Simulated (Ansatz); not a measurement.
Consider the following.

```xyz
4
Lattice="4.0117 0.0000 0.0000 -2.0058 3.4742 0.0000 0.0000 0.0000 6.7494" Properties=species:S:1:pos:R:3 pbc="T T T"
Cd     2.0058     1.1581    -0.0279
Cd     0.0000     2.3161     3.3469
Se     2.0058     1.1581     4.2476
Se     0.0000     2.3161     0.8729
```

No spin polarisation.

A single point on CdSe with a change (pressure 18 GPa), its geometry relaxed with PBE.

Computed with Ansatz (an electronic-structure program) r2SCAN, scalar-relativistic without spin-orbit coupling. Settings: 9×9×5 k-points, 0.05 eV Fermi–Dirac smearing.

### Question
Predict the gap character, electron mass, band gap and pressure.

### Answer
The gap character is direct at Γ and the electron mass comes out as 0.10 mₑ along c, 0.12 mₑ across (at Γ). The band gap is 1.47 eV and the pressure is 16.62 GPa.

Single points use the geometry relaxed with PBE. Load acts through the strain it causes; cell and atoms are relaxed under it. Effective masses come from finite differences of ±0.01 Å⁻¹. No phonon test of stability was made. Measured, CdSe leaves this structure (for rock salt) near 2.72 GPa (temperature not stated; as listed in Datta, Sujoy, Jana, Debnarayan, arXiv (2020)), on rising pressure, with hysteresis. The cell was made from CdSe in the wurtzite structure (space group P6_3mc, No. 186) by this change: pressure 18 GPa.
